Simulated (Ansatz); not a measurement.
Ansatz (a quantum-chemistry and plane-wave program) run on PbS₂ (P1, 6 atoms in the cell): self-consistent single point.

Computed with LDA (PW92), PAW files made with PBE (plane waves; Ansatz).

The change in words: atoms moved at random. Reference geometry:
```
PbS2
1.0
   -3.06881     3.06881     3.76905
    3.06881    -3.06881     3.76905
    3.06881     3.06881    -3.76905
Pb S
2 4
Direct
  0.75000   0.75000   0.00000
  0.25000   0.25000   0.00000
  0.11903   0.61903   0.73806
  0.88097   0.38097   0.26194
  0.61903   0.88097   0.50000
  0.38097   0.11903   0.50000
```

Reference input (self-consistent single point, DFT, LDA (PW92), plane waves, PAW files made with PBE): kpoints.mp_grid.grid = 6 6 6; hamiltonian.xc = lda; hamiltonian.pseudopotentials = {kind: paw} (an earlier, softer set of the program's PAW files); scf.occupations.method = fermi_dirac; scf.occupations.width = 0.05 eV. This run's input differs from it in these lines:

Ansatz 0.2 input:
```diff
@@ -6,8 +6,8 @@
   atoms:
-    - { symbol: Pb, position: [0.750000, 0.750000, 0.000000] }
-    - { symbol: Pb, position: [0.250000, 0.250000, 0.000000] }
-    - { symbol: S, position: [0.119030, 0.619030, 0.738060] }
-    - { symbol: S, position: [0.880970, 0.380970, 0.261940] }
-    - { symbol: S, position: [0.619030, 0.880970, 0.500000] }
-    - { symbol: S, position: [0.380970, 0.119030, 0.500000] }
+    - { symbol: Pb, position: [0.754684, 0.757108, 0.013010] }
+    - { symbol: Pb, position: [0.241273, 0.248008, -0.007677] }
+    - { symbol: S, position: [0.122065, 0.625334, 0.737828] }
+    - { symbol: S, position: [0.876345, 0.375699, 0.251372] }
+    - { symbol: S, position: [0.630321, 0.894691, 0.510325] }
+    - { symbol: S, position: [0.375312, 0.099161, 0.495141] }
 kpoints:
```

Log, with long lists cut:

```
SCF iter   1: F=—  HF=-26688.544879 eV  |F-HF|=—  |Δ(HF+E_count)|=         —  Δρ=3.19e-2  dr2=1.27e0  ethr=3.10e-3  ⟨swp⟩=9.3  Hψ=18589  notcnv=0
all-band conjugate gradients solve this SCF's bands
preconditioner: auto → Resta (q_TF=auto, 2.308 Å⁻¹)
SCF iter   2: F=—  HF=-26688.241518 eV  |F-HF|=—  |Δ(HF+E_count)|=   3.03e-1  Δρ=1.57e-2  dr2=2.59e-1  ethr=2.44e-3  ⟨swp⟩=1.3  Hψ=4511  notcnv=0  defer=51
   [... lines left out ...]
SCF iter   5: F=—  HF=-26688.179823 eV  |F-HF|=—  |Δ(HF+E_count)|=   3.24e-5  Δρ=1.28e-4  dr2=4.92e-5  ethr=6.27e-7  ⟨swp⟩=2.1  Hψ=5349  notcnv=0  defer=84
SCF iter   6: F=—  HF=-26688.179812 eV  |F-HF|=—  |Δ(HF+E_count)|=   1.04e-5  Δρ=4.59e-5  dr2=5.38e-6  ethr=9.47e-8  ⟨swp⟩=2.8  Hψ=6565  notcnv=0  defer=84
SCF iter   7: F=—  HF=-26688.179811 eV  |F-HF|=—  |Δ(HF+E_count)|=   1.08e-6  Δρ=1.17e-5  dr2=4.03e-7  ethr=1.04e-8  ⟨swp⟩=2.4  Hψ=5061  notcnv=0  defer=84
SCF iter   8: F=-26688.179811 eV  HF=-26688.179811 eV  |F-HF|=1.40e-8  |Δ(HF+E_count)|=   9.64e-8  Δρ=3.43e-6  dr2=3.37e-8  ethr=1.92e-10  ⟨swp⟩=10.9  Hψ=19259  notcnv=0
SCF 1 converged in 8 iterations: F = -26688.179811 eV  dr2 = 3.37e-8
Free energy (F): -26688.179811 eV
Internal energy: -26688.178571 eV  (E = F + TS)
E sigma→0 (E₀):  -26688.179191 eV
Entropy (-TS):   -0.001240 eV (-0.207 meV/atom)
Fermi energy:    8.231347 eV
--- Forces (eV/Å), atoms counted from 1 ---
  atom   1  Pb    -0.12077184    -0.07579054    -0.01501206
  atom   2  Pb     0.03499250     0.09383722     0.03490396
  atom   3  S     -0.17934688    -0.23516894    -0.07685693
  atom   4  S      0.23387949     0.36233901     0.00537855
  atom   5  S     -0.95158545     0.84378717    -0.11000276
  atom   6  S      0.98284330    -0.98900308     0.16158858
--- Stress (GPa, compression-positive) ---
       -2.565904      -1.761400       0.004255
       -1.761400      -2.441768       0.098386
        0.004255       0.098386      -3.387633
  P = ⅓ Tr σ = -2.7984 GPa (-27.984 kbar)
  The stress holds the Pulay correction. Without it, at fixed plane waves, as pw.x and ABINIT print it: P = -2.8362 GPa
```

The run converged in 8 iterations. Against the reference run the free energy goes up by 13.7 meV/atom, the pressure goes from -3.23 to -2.80 GPa and the largest force goes from 0.233 to 1.404 eV/Å.

The starting cell comes from a database of computed structures (which also holds hypothetical and non-ambient phases and stackings), without a prior relaxation at this level. Its lattice was rescaled by a random factor within 2.5 % of one. For this run, on top of that: atoms moved at random. Forces in this geometry exceed 1 eV/Å. Ansatz's pressure includes its estimate of the finite-basis (Pulay) stress. The run gives no clean gap (levels at the Fermi energy touch, overlap or are partly filled at this smearing), which alone does not show that the compound is a metal.

Cost on one core of a shared machine: roughly 40 s.
